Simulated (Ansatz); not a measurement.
ZnSe (model structure, started from the BN type, Pm-3n, No. 223, 12 atoms in the cell), treated with PBEsol (Ansatz, a program for electronic structure, PAW).

Run with plane-wave cutoff 520 eV, 6×6×6 k mesh, Fermi–Dirac smearing 0.01 eV, scalar-relativistic PAW data made under PBE.

Cell (relaxed at this level):

Space group Pm-3n (No. 223); a = 6.946 Å, b = 6.946 Å, c = 6.946 Å, α = 90.00°, β = 90.00°, γ = 90.00°

```
atom  site  symmetry       x       y       z
----  ----  --------  ------  ------  ------
Zn      6c     -4m.2  0.0000  0.5000  0.2500
Se      6d     -4m.2  0.0000  0.2500  0.5000
```

Task: Estimate the band gap that the calculation returns.

Result: 
band gap: 1.23 eV (on the SCF k mesh)

Note: the relaxation could raise the start's symmetry but not lower it, so the cell can be a saddle point.

Spin–orbit coupling is not included.

Static lattice: no zero-point or thermal effects.

A model structure was made by putting elements into a prototype or built by hand; it is no filed structure, need not be a known phase, and can be a saddle point held by its symmetry.
